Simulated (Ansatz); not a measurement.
Tunnelling through a barrier is set by its complex band structure: the current falls as exp(−2κd) with the smallest κ.

Data:

```yaml
crystal:
  lattice:
    - [3.80945, 0.00000, 0.00000]
    - [-1.90472, 3.29908, 0.00000]
    - [1.90472, -1.09969, 3.11040]
  atoms:
    - { symbol: Zn, position: [0.00000, 0.00000, 0.00000] }
    - { symbol: S, position: [0.25000, 0.75000, 0.25000] }
```

The cell is taken as given; by PBEsol it stands under a pressure of -1.3 GPa.

Transport runs along the normal of the first two printed cell vectors, the (111) plane of the conventional cell.

The gap is the functional's own. No spin-orbit coupling. Mid-gap values are those at the computed energy nearest the middle.

Question: Compute, with Ansatz (a program for electronic structure) with PBEsol, the band gap and the smallest decay constant κ at mid-gap.

Answer: Gap 2.01 eV on a 10×10×10 mesh; κ = 0.139 1/Å, at the zone centre.
